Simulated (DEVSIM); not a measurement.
System: abrupt In0.53Ga0.47As n-p junction, at 300 K.

| layer (left to right) | material | thickness (μm) | Nd (cm⁻³) | Na (cm⁻³) | τn (s) | τp (s) |
|---|---|---|---|---|---|---|
| 1 | In0.53Ga0.47As | 16.0 | 1.6e15 | - | 9.2e-9 | 9.2e-9 |
| 2 | In0.53Ga0.47As | 2.40 | - | 1.1e16 | 9.2e-9 | 9.2e-9 |

Left contact: ohmic. Right contact: ohmic. Voltage is applied to the left contact. Recombination: SRH at mid-gap, Auger. Mobility is μmin + (μ − μmin)/(1 + (N/Nref)^α).

This is a model device: material constants are rounded textbook-type values typed into the input, and sizes, dopings and lifetimes were drawn at random. Values at 300 K.

```csv
parameter,In0.53Ga0.47As
gap (eV),0.74
affinity (eV),4.51
permittivity,13.9
Nc (cm⁻³),2.1e17
Nv (cm⁻³),7.7e18
μn (cm²/Vs),12000
μp (cm²/Vs),300
"μn,min",300
"μp,min",10
"Nref,n",1.3e17
"Nref,p",4.9e17
αn,0.48
αp,0.4
Cn (cm⁶/s),5e-29
Cp (cm⁶/s),5e-29
```

DEVSIM, 1D drift-diffusion, Boltzmann statistics, complete ionisation; no tunnelling, impact ionisation, image-force lowering or self-heating.

The doping Nd of layer 1 was swept, all else fixed.

| doping Nd of layer 1 (cm^-3) | potential step across the device at zero bias (V) | dark forward voltage at 100 A/cm² (V) | largest field in the device at zero bias (V/cm) | dark forward voltage at 1 A/cm² (V) |
|---|---|---|---|---|
| 4.8e13 | 0.354 | 0.703 | 5400 | 0.285 |
| 1.6e14 | 0.385 | 0.580 | 6000 | 0.285 |
| 4.8e14 | 0.413 | 0.521 | 7600 | 0.290 |
| 1.6e15 | 0.445 | 0.471 | 12000 | 0.296 |
| 4.8e15 | 0.473 | 0.442 | 19000 | 0.298 |
| 1.6e16 | 0.504 | 0.429 | 28000 | 0.299 |
| 4.8e16 | 0.532 | 0.424 | 34000 | 0.299 |

From the first row to the last the potential step across the device at zero bias goes from 0.354 to 0.532. From the first row to the last the dark forward voltage at 100 A/cm² goes from 0.703 to 0.424.
